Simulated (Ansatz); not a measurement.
Consider interstitial Cd in silicon, charge state +2. All values below come from PBE, PAW (plane waves to 420 eV; Ansatz, a first-principles code).

Settings: 64 host sites, the relaxed PBE lattice, a 2×2×2 k-point mesh shifted by half a step, smearing 0.01 eV, spin-restricted, no image-charge correction. Static, classical nuclei. The charge state is imposed; whether it is stable for some Fermi level was not computed. Sites that were not tried may lie lower.

The step: one Cd atom jumps by itself; the atom moves 2.36 Å along (0.25, -0.25, -0.25) of the unit cell; the moving atom starts with neighbours 4 Si at 2.55, 6 Si at 2.81 Å and ends with 4 Si at 2.55, 6 Si at 2.81 Å.

**Question.** Give the migration barrier of this step at the level PBE, PAW.

**Answer.** 0.59 eV, the same both ways. At the saddle the moving atom has neighbours 6 Si at 2.51 Å. The saddle point's order was not checked, and it lies on a symmetry element of the cell, where a band can be held.
